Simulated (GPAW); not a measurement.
Input and output of a self-consistent single point for HfIN (R-3m, 6 atoms in the cell) (GPAW).

Method: PBEsol, GPAW PAW datasets PBEsol (made by gpaw-setup) (plane waves; GPAW).

The change in words: lattice scaled by 0.98. Reference geometry:
```yaml
crystal:
  lattice:
    - [1.84638, 1.06601, 10.77865]
    - [-1.84638, 1.06601, 10.77865]
    - [0.00000, -2.13202, 10.77865]
  atoms:
    - { symbol: Hf, position: [0.79441, 0.79441, 0.79441] }
    - { symbol: Hf, position: [0.20559, 0.20559, 0.20559] }
    - { symbol: I, position: [0.39305, 0.39305, 0.39305] }
    - { symbol: I, position: [0.60695, 0.60695, 0.60695] }
    - { symbol: N, position: [0.13994, 0.13994, 0.13994] }
    - { symbol: N, position: [0.86006, 0.86006, 0.86006] }
```

Reference input (self-consistent single point, DFT PBEsol, plane waves, GPAW PAW datasets PBEsol (made by gpaw-setup)): mode = pw; ecut = 900 eV; xc = PBEsol; kpts = 5 5 5; mesh shift (steps) = 0 0 0; occupations.name = fermi-dirac; occupations.width = 0.02 eV; nbands = -8; convergence.bands = -6; symmetry.symmorphic = false; symmetry.tolerance = 0.0005; maxiter = 120. This run's input differs from it in these lines:

```diff
@@ -5,5 +5,5 @@
 atoms = Atoms(['Hf', 'Hf', 'I', 'I', 'N', 'N'],
-              cell=[[1.846380, 1.066008, 10.778650],
-                    [-1.846380, 1.066008, 10.778650],
-                    [0.000000, -2.132016, 10.778650]],
+              cell=[[1.809452, 1.044688, 10.563077],
+                    [-1.809452, 1.044688, 10.563077],
+                    [0.000000, -2.089376, 10.563077]],
               scaled_positions=[[0.794410, 0.794410, 0.794410],
```

Log, with long lists cut:

```
     iter     time        total  log10-change:
                         energy   eigst   dens
iter:   1 --:--:--   -52.459617   +0.34
iter:   2 --:--:--   -50.082773   -0.65  -0.94
iter:   3 --:--:--   -45.959450   +0.00  -1.00
iter:   4 --:--:--   -45.758447   -0.47  -1.27
iter:   5 --:--:--   -46.096386   -1.08  -1.40
iter:   6 --:--:--   -45.845309   -1.42  -1.38
iter:   7 --:--:--   -45.768762   -0.74  -1.53
iter:   8 --:--:--   -45.654954   -1.94  -1.91
iter:   9 --:--:--   -45.656860   -2.94  -2.46
iter:  10 --:--:--   -45.654274c  -3.23  -2.45
iter:  11 --:--:--   -45.652903c  -3.08  -2.71
iter:  12 --:--:--   -45.652753c  -4.36  -2.90
iter:  13 --:--:--   -45.652760c  -4.70  -3.00
iter:  14 --:--:--   -45.652895c  -3.55  -3.08
   [... 5 lines left out ...]
iter:  20 --:--:--   -45.652565c  -4.95  -3.53
iter:  21 --:--:--   -45.652520c  -4.91  -3.55
iter:  22 --:--:--   -45.652550c  -4.89  -3.85
iter:  23 --:--:--   -45.652522c  -5.46  -3.77
iter:  24 --:--:--   -45.652522c  -6.20  -4.54c
iter:  25 --:--:--   -45.652522c  -6.88  -4.58c
iter:  26 --:--:--   -45.652522c  -7.13  -4.58c
iter:  27 --:--:--   -45.652522c  -7.36  -4.97c
iter:  28 --:--:--   -45.652522c  -8.58c -5.08c
Converged after 28 iterations.

Dipole moment: (-0.000000, 0.000000, -0.000000) |e|*Ang

Energy contributions relative to reference atoms: (reference = -1209396.691381)

Kinetic:        +66.161749
Potential:      -64.760212
External:        +0.000000
XC:             -46.630220
Entropy (-ST):   -0.000000
Local:           -0.423838
SIC:             +0.000000
--------------------------
Free energy:    -45.652522
Extrapolated:   -45.652522

Showing only first 2 kpts
 Kpt  Band  Eigenvalues  Occupancy
  0    22      7.64073    2.00000
  0    23      7.64073    2.00000
  0    24      9.61287    0.00000
  0    25      9.83233    0.00000

  1    22      5.90438    2.00000
  1    23      6.35052    2.00000
  1    24      9.82649    0.00000
  1    25     10.41687    0.00000

Fermi level: 8.12765

Gap: 0.998 eV
Transition (v -> c):
   [... lines left out ...]
Direct gap: 1.972 eV
   [... lines left out ...]
  0 Hf    0.00000   -0.00000   -0.84992
  1 Hf    0.00000    0.00000    0.84992
  2 I     0.00000   -0.00000   -0.32304
  3 I     0.00000    0.00000    0.32304
  4 N     0.00000    0.00000   -0.46170
  5 N     0.00000    0.00000    0.46170

Stress tensor:
    -0.038690     0.000000    -0.000000
     0.000000    -0.038690     0.000000
    -0.000000     0.000000    -0.041561
Stress (GPa, Voigt): [-6.1988 -6.1988 -6.6588  0.     -0.      0.    ]
```

The run converged in 28 iterations. GPAW prints stress with tension positive. Against the reference run the free energy rises by 18.3 meV/atom, the largest force goes from 0.171 to 0.850 eV/Å and the gap on the mesh goes from 1.120 to 0.998 eV.

At such cutoffs GPAW's stress carries a finite-basis (Pulay) error, which enters relaxed cells too; its log prints stress with tension positive.

The starting cell comes from a database of computed structures (which also holds hypothetical and non-ambient phases and stackings), without a prior relaxation at this level. For this run, on top of that: lattice scaled by 0.98. Spin-orbit coupling is off.

Cost on one core of a shared machine: roughly 10 min.
